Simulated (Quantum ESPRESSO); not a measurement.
Quantum ESPRESSO run on InAs (F-43m, 2 atoms in the cell): self-consistent single point.

Computed with PBE, spin-orbit coupling, PseudoDojo fully relativistic norm-conserving (PBE) pseudopotentials (plane waves; Quantum ESPRESSO).

```yaml
crystal:
  lattice:
    - [-3.03000, 0.00000, 3.03000]
    - [0.00000, 3.03000, 3.03000]
    - [-3.03000, 3.03000, 0.00000]
  atoms:
    - { symbol: In, position: [0.00000, 0.00000, 0.00000] }
    - { symbol: As, position: [0.25000, 0.25000, 0.25000] }
```

Reference input (self-consistent single point, DFT, PBE, plane waves, PseudoDojo standard norm-conserving (PBE) pseudopotentials): ecutwfc = 85 Ry; occupations = smearing; smearing = fd; degauss = 0.0036749 Ry; potentials = {In: In.upf, As: As.upf}; K_POINTS = automatic 9 9 9 0 0 0; conv_thr = 1e-10 Ry; mixing_beta = 0.7. This run's input differs from it in these lines:

```diff
@@ -17,2 +17,4 @@
   degauss = 0.0036749
+  noncolin = .true.
+  lspinorb = .true.
 /
```

Its files differ too (potentials: PseudoDojo fully relativistic norm-conserving (PBE)).

Output (repeated stretches shortened):

```
     Self-consistent Calculation

     iteration #  1     ecut=    85.00 Ry     beta= 0.70

     Threshold (ethr) on eigenvalues was too large:
     Diagonalizing with lowered threshold

     total energy              =    -344.93842813 Ry
     estimated scf accuracy    <       0.06876395 Ry

     iteration #  2     ecut=    85.00 Ry     beta= 0.70

     total energy              =    -344.95453624 Ry
     estimated scf accuracy    <       0.01774584 Ry

     iteration #  3     ecut=    85.00 Ry     beta= 0.70

     total energy              =    -344.95862665 Ry
     estimated scf accuracy    <       0.00040879 Ry

   [... 4 blocks of this kind left out ...]

     iteration #  8     ecut=    85.00 Ry     beta= 0.70

     total energy              =    -344.95869256 Ry
     estimated scf accuracy    <          1.0E-10 Ry

     iteration #  9     ecut=    85.00 Ry     beta= 0.70
     End of self-consistent calculation

     the Fermi energy is     8.1522 ev

!    total energy              =    -344.95869256 Ry
     estimated scf accuracy    <          1.1E-11 Ry
     smearing contrib. (-TS)   =      -0.00002561 Ry
     internal energy E=F+TS    =    -344.95866696 Ry

     convergence has been achieved in   9 iterations

     Forces acting on atoms (cartesian axes, Ry/au):

     atom    1 type  1   force =     0.00000000    0.00000000    0.00000000
     atom    2 type  2   force =     0.00000000    0.00000000    0.00000000

     Total force =     0.000000     Total SCF correction =     0.000000

          total   stress  (Ry/bohr**3)                   (kbar)     P=       35.59
   0.00024196   0.00000000  -0.00000000           35.59        0.00       -0.00
   0.00000000   0.00024196  -0.00000000            0.00       35.59       -0.00
  -0.00000000   0.00000000   0.00024196           -0.00        0.00       35.59

   JOB DONE.
```

The run converged in 9 iterations. Against the reference run the pressure moves little (3.57 to 3.56 GPa).

The starting cell has typed, rounded lattice constants, without a prior relaxation at this level. With a pressure of about 4 GPa the cell is away from its equilibrium volume at this level. The run gives no clean gap (levels at the Fermi energy touch, overlap or are partly filled at this smearing), which alone does not show that the compound is a metal.

Cost on one core of a shared machine: roughly 2 min.
